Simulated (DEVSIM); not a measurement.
System: GaP/Si p-n heterojunction, at 300 K.

Layer 1 from the left is GaP, thickness (μm) 0.840, Na (cm⁻³) 1.4e16, τn (s) 4.6e-7, τp (s) 4.6e-7. Layer 2 from the left is Si, thickness (μm) 0.130, Nd (cm⁻³) 1.4e16, τn (s) 4.6e-7, τp (s) 4.6e-7.

Left contact: ohmic. Right contact: ohmic. Voltage is applied to the left contact. Recombination: SRH at mid-gap, radiative. Mobility is μmin + (μ − μmin)/(1 + (N/Nref)^α).

This is a model device: material constants are rounded textbook-type values typed into the input, and sizes, dopings and lifetimes were drawn at random. Values at 300 K.

GaP: gap (eV) 2.26, affinity (eV) 3.8, permittivity 11.1, Nc (cm⁻³) 1.8e19, Nv (cm⁻³) 1.9e19, μn (cm²/Vs) 250, μp (cm²/Vs) 150, μn,min 10, μp,min 10, Nref,n 4.4e18, Nref,p 1e18, αn 0.8, αp 0.85, B (cm³/s) 1e-13. Si: gap (eV) 1.124, affinity (eV) 4.05, permittivity 11.7, Nc (cm⁻³) 2.86e19, Nv (cm⁻³) 3.1e19, μn (cm²/Vs) 1417, μp (cm²/Vs) 470, μn,min 52, μp,min 45, Nref,n 9.7e16, Nref,p 2.2e17, αn 0.68, αp 0.72, B (cm³/s) 4.7e-15.

DEVSIM, 1D drift-diffusion, Boltzmann statistics, complete ionisation; no tunnelling, impact ionisation, image-force lowering or self-heating. Band offsets follow the typed affinities; no thermionic-emission limit at abrupt steps, no polarisation charge.

### Question
What does the simulation give for the potential step across the device at zero bias, the dark forward voltage at 1 A/cm², the largest field in the device at zero bias, the dark forward voltage at 100 A/cm²?

### Answer
potential step across the device at zero bias 1.626 V; dark forward voltage at 1 A/cm² 1.184 V; largest field in the device at zero bias 66000 V/cm; dark forward voltage at 100 A/cm² 1.469 V.
